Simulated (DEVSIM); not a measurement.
Structure: Co/HfO2/n-Ge capacitor, at 300 K.

```csv
layer (left to right),material,thickness (nm),Nd (cm⁻³)
1,HfO2,23.0,-
2,Ge,660,8.2e17
```

Metal gate on the left, work function 5 eV. Fixed charge at the semiconductor interface 0 cm⁻² (in units of +e); no interface traps.

The device is made up for the run: typed textbook-type constants, with dimensions and the other settings drawn at random. Values at 300 K.

```tsv
parameter	HfO2	Ge
gap (eV)	5.7	0.664
affinity (eV)	2.5	4
permittivity	22	16
Nc (cm⁻³)	-	1.04e19
Nv (cm⁻³)	-	6e18
```

Model (solved in DEVSIM): 1D Poisson equation in equilibrium, Boltzmann statistics, complete ionisation; no quantum confinement or tunnelling. Metal contacts follow the ideal Schottky-Mott rule: no Fermi-level pinning, no interface dipoles.

The interface trap density was swept, all else fixed.

```json
[
 {"interface trap density (cm^-2 eV^-1)": "0", "threshold voltage (band bending 2φF) (V)": "-0.15", "minimum of the low-frequency capacitance (μF/cm²)": "0.306", "flat-band voltage (V)": "0.93"},
 {"interface trap density (cm^-2 eV^-1)": "1e10", "threshold voltage (band bending 2φF) (V)": "-0.15", "minimum of the low-frequency capacitance (μF/cm²)": "0.306", "flat-band voltage (V)": "0.93"},
 {"interface trap density (cm^-2 eV^-1)": "1e11", "threshold voltage (band bending 2φF) (V)": "-0.15", "minimum of the low-frequency capacitance (μF/cm²)": "0.312", "flat-band voltage (V)": "0.94"},
 {"interface trap density (cm^-2 eV^-1)": "3e11", "threshold voltage (band bending 2φF) (V)": "-0.17", "minimum of the low-frequency capacitance (μF/cm²)": "0.325", "flat-band voltage (V)": "0.94"},
 {"interface trap density (cm^-2 eV^-1)": "1e12", "threshold voltage (band bending 2φF) (V)": "…", "minimum of the low-frequency capacitance (μF/cm²)": "…", "flat-band voltage (V)": "0.96"},
 {"interface trap density (cm^-2 eV^-1)": "2e12", "threshold voltage (band bending 2φF) (V)": "-0.30", "minimum of the low-frequency capacitance (μF/cm²)": "0.411", "flat-band voltage (V)": "0.98"}
]
```

### Question
Complete the blanks.

### Answer

- 1e12, threshold voltage (band bending 2φF) (V): -0.22
- 1e12, minimum of the low-frequency capacitance (μF/cm²): 0.367
